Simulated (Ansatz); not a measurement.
Take W in the bcc (W type) structure (space group Im-3m, No. 229; relaxed with 0.1 eV smearing) as the base.

```xyz
1
Lattice="-1.5844 1.5844 1.5844 1.5844 -1.5844 1.5844 1.5844 1.5844 -1.5844" Properties=species:S:1:pos:R:3 pbc="T T T"
W      0.0000     0.0000     0.0000
```

Cartesian axes are those of the cell as printed.

All numbers come from r2SCAN (Ansatz, a first-principles code), scalar-relativistic without spin-orbit coupling.

Before the change:

| Item | Result |
|---|---|
| Pressure | 0.0 GPa |

The change: uniaxial strain ε_yy = +2.84 %, all other strain components held at zero, atoms relaxed at fixed cell.

### Question
What happens to the pressure?

### Answer
The pressure (mean of the normal stresses, compression positive) goes from zero to -8.3 GPa.

### Question
What happens to the energy relative to the base?

### Answer
The energy grows by 21 meV/atom.

Stability against distortions was not tested. All final runs are without spin polarisation.
